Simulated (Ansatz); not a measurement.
Data:

```xyz
2
Lattice="0.0000 2.5443 2.6592 2.6592 0.0000 2.6592 2.6592 2.5443 0.0000" Properties=species:S:1:pos:R:3 pbc="T T T"
F      0.0000     0.0000     0.0000
K      2.6592     2.5443     2.6592
```

No spin polarisation.

The values are results of Kohn–Sham DFT with the r2SCAN functional, run in Ansatz (a first-principles code) with PAW and 500 eV plane waves, no SOC, not measurements. k-mesh 11×11×11 (Γ-centred); smearing 0.05 eV (Fermi–Dirac).

**Question.** What pressure (mean of the normal stresses, compression positive) does the calculation give?

**Answer.** 1.96 GPa.

**Question.** Estimate the band gap.

**Answer.** 7.07 eV.

The cells carry an imposed strain or load. No phonon test of stability was made. The cell was made from KF in the rock salt structure (space group Fm-3m, No. 225) by this change: uniaxial strain ε_yy = −4.32 %.
